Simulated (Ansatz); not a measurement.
Al on a Ga site (surface) in a 2x2 cell of the 1x1 (10-10) surface of wurtzite GaN (cut with top plane Ga + N)

Host crystal: wurtzite GaN, with a band gap (PBE, scalar-relativistic without spin-orbit coupling).

Level of theory: PBE (plane waves to 420 eV, PAW; Ansatz, a quantum-chemistry and plane-wave program).

Set-up: 64 atoms, 9.3 Å thick at the start (thin: gaps and levels are the slab's own); mesh 3x2x1; 0.01 eV smearing; dipole correction on; 16 atoms held, the rest relaxed; symmetry of the start imposed; no spin, no spin-orbit, no U.

```
Item                                                                                        Result
----------------------------------------------------------------------------------  --------------
formation energy against fcc Al, alpha gallium                                      -33.1 kcal/mol
change of the step from the bottom to the top vacuum level, against the clean slab       -0.056 eV
energy released by relaxation                                                             0.096 eV
largest move of a host atom                                                                 0.10 Å
```
